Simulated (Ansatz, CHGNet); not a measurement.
# AlB2-type ZrB₂: properties by level of theory

Reference values: lattice constant a 3.17 Å (measured, room temperature, not corrected to a static lattice; as tabulated in Zhang et al. (2020), arXiv:1911.03307); lattice parameter c 3.532 Å (measured, room temperature, no zero-point or thermal correction; as tabulated in Zhang et al. (2020), arXiv:1911.03307).

```tsv
level (code)	equilibrium lattice constant a (Å)	lattice parameter c (Å)
CHGNet 0.3.0	3.179	3.538
CHGNet-r²SCAN	3.167	3.553
PBE (Ansatz)	3.171	3.542
PBEsol (Ansatz)	3.155	3.506
PBE-D4 (Ansatz)	3.153	3.497
r²SCANh (Ansatz)	3.163	3.544
```

Differences from the reference values (errors of the level alone only where the reference is corrected to a static lattice):

| level | lattice constant a (%) | lattice parameter c (%) |
|---|---|---|
| CHGNet 0.3.0 | +0.28 | +0.17 |
| CHGNet-r²SCAN | -0.09 | +0.59 |
| PBE | +0.03 | +0.28 |
| PBEsol | -0.47 | -0.74 |
| PBE-D4 | -0.54 | -0.99 |
| r²SCANh | -0.22 | +0.34 |

Nearest: lattice constant a, not ranked (reference at room or unstated temperature); lattice parameter c, not ranked (reference at room or unstated temperature).

Machine-learned potentials (CHGNet 0.3.0, CHGNet-r²SCAN) are trained on DFT data: a solid inside that data is no test of them.

Ansatz's density-functional and Hartree–Fock values are scalar-relativistic unless marked +SOC, with PAW data made under PBE.

Differences are worked out from the printed values.

The computed numbers hold no vibrational or temperature effects.

Ansatz is a program for electronic structure.
